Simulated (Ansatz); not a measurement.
**Hypothetical rock salt WGe: uniaxial strain ε_xx = −2.43 %**

Base system: WGe in the rock salt structure (space group Fm-3m, No. 225; a = 5.1216 Å; a hypothetical phase, not in the database extracts checked). Axes: x, y, z lie along the cube axes.

Perturbation: uniaxial strain ε_xx = −2.43 %, all other strain components held at zero; the atoms relax in the strained cell.

Computed with plane-wave PAW DFT at the r2SCAN level (Ansatz, a program for electronic structure, 500 eV), no spin-orbit coupling. Settings: 16×16×16 k-points, 0.05 eV Fermi–Dirac smearing.

* **Volume per atom**: 16.39 Å³ (base 16.79 Å³)
* **Space group**: I4/mmm (No. 139) (base Fm-3m (No. 225))
* **Energy relative to the base (free energy F)**: +14 meV/atom
* **Pressure (mean of the normal stresses, compression positive)**: 5.1 GPa (base 0.0 GPa)
* **Band gap**: zero (base zero)
* **Stress (xx, yy, zz, yz, xz, xy; compression positive)**: (11.8, 1.7, 1.7, 0.0, 0.0, 0.0) GPa (rough)

Final structure:

```yaml
crystal:
  lattice:
    - [0.00000, 2.56082, 2.56082]
    - [2.49859, 0.00000, 2.56082]
    - [2.49859, 2.56082, 0.00000]
  atoms:
    - { symbol: Ge, position: [0.00000, 0.00000, 0.00000] }
    - { symbol: W, position: [0.50000, 0.50000, 0.50000] }
```

Without a gap, meshes like the base's 16×16×16 leave anisotropic stresses uncertain by several tenths of a GPa, and small strain energies with them. Stability against distortions was not tested. The final runs are not spin-polarised. WGe has a high density of states at the Fermi level and may be magnetic at this level.
